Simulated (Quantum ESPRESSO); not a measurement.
Quantum ESPRESSO run on WSe2 (P6_3/mmc, 6 atoms in the cell): self-consistent single point.

Method of the run: LDA (PZ), GBRV 1.5 ultrasoft (LDA) pseudopotentials (plane waves; Quantum ESPRESSO 7.5).

```
CELL_PARAMETERS angstrom
      3.31661     0.00000     0.00000
     -1.65830     2.87227     0.00000
      0.00000     0.00000    13.72345
ATOMIC_POSITIONS crystal
  W  0.66667 0.33333 0.75000
  W  0.33333 0.66667 0.25000
  Se 0.33333 0.66667 0.87100
  Se 0.66667 0.33333 0.12900
  Se 0.66667 0.33333 0.37100
  Se 0.33333 0.66667 0.62900
```

Reference input (self-consistent single point, DFT, LDA (PZ), plane waves, GBRV 1.5 ultrasoft (LDA) pseudopotentials): ecutwfc = 40 Ry; ecutrho = 320 Ry; occupations = fixed; potentials = {W: w_lda_v1.2.uspp.F.UPF, Se: se_lda_v1.uspp.F.UPF}; K_POINTS = automatic 9 9 2 0 0 0; nbnd = 28; conv_thr = 1e-11 Ry. This run's input differs from it in these lines:

```diff
@@ -12,4 +12,4 @@
   ntyp = 2,
-  ecutwfc = 40,
-  ecutrho = 320,
+  ecutwfc = 32,
+  ecutrho = 256,
   occupations = 'fixed',
```

Log, with long lists cut:

```
     Self-consistent Calculation

     iteration #  1     ecut=    32.00 Ry     beta= 0.70

     Threshold (ethr) on eigenvalues was too large:
     Diagonalizing with lowered threshold

     negative rho (up, down):  1.227E-01 0.000E+00

     total energy              =    -491.41059878 Ry
     estimated scf accuracy    <       0.14088843 Ry

     iteration #  2     ecut=    32.00 Ry     beta= 0.70

     negative rho (up, down):  1.230E-01 0.000E+00

     total energy              =    -491.41543780 Ry
     estimated scf accuracy    <       0.10317738 Ry

     iteration #  3     ecut=    32.00 Ry     beta= 0.70

     negative rho (up, down):  1.235E-01 0.000E+00

     total energy              =    -491.43218653 Ry
     estimated scf accuracy    <       0.11756307 Ry

   [... 11 blocks of this kind left out ...]

     iteration # 15     ecut=    32.00 Ry     beta= 0.70
     c_bands:  1 eigenvalues not converged

     negative rho (up, down):  1.231E-01 0.000E+00

     total energy              =    -491.45064503 Ry
     estimated scf accuracy    <          4.6E-11 Ry

     iteration # 16     ecut=    32.00 Ry     beta= 0.70

     negative rho (up, down):  1.231E-01 0.000E+00
     End of self-consistent calculation

     highest occupied, lowest unoccupied level (ev):     9.5306   10.7701

!    total energy              =    -491.45064503 Ry
     estimated scf accuracy    <          6.5E-12 Ry

     convergence has been achieved in  16 iterations

     negative rho (up, down):  1.231E-01 0.000E+00

     Forces acting on atoms (cartesian axes, Ry/au):

     atom    1 type  1   force =    -0.00000000    0.00000000    0.00000000
     atom    2 type  1   force =     0.00000000   -0.00000000   -0.00000000
     atom    3 type  2   force =     0.00000000    0.00000000   -0.00876602
     atom    4 type  2   force =     0.00000000   -0.00000000    0.00876602
     atom    5 type  2   force =     0.00000000   -0.00000000   -0.00876602
     atom    6 type  2   force =     0.00000000    0.00000000    0.00876602

     Total force =     0.017532     Total SCF correction =     0.000005

     negative rho (up, down):  1.231E-01 0.000E+00
          total   stress  (Ry/bohr**3)                   (kbar)     P=      -51.58
  -0.00039217   0.00000000   0.00000000          -57.69        0.00        0.00
   0.00000000  -0.00039217   0.00000000            0.00      -57.69        0.00
   0.00000000   0.00000000  -0.00026747            0.00        0.00      -39.35

   JOB DONE.
```

The run converged in 16 iterations. Against the reference run the free energy goes up by 40.4 meV/atom, the pressure goes from -5.66 to -5.16 GPa, the largest force hardly changes (0.232 to 0.225 eV/Å) and the gap on the mesh stays at 1.240 eV.

The starting cell comes from a database of computed structures (which also holds hypothetical and non-ambient phases and stackings), without a prior relaxation at this level. Its lattice was rescaled by a random factor within 2.5 % of one. Spin-orbit coupling is off.

Cost on one core of a shared machine: roughly 40 s.
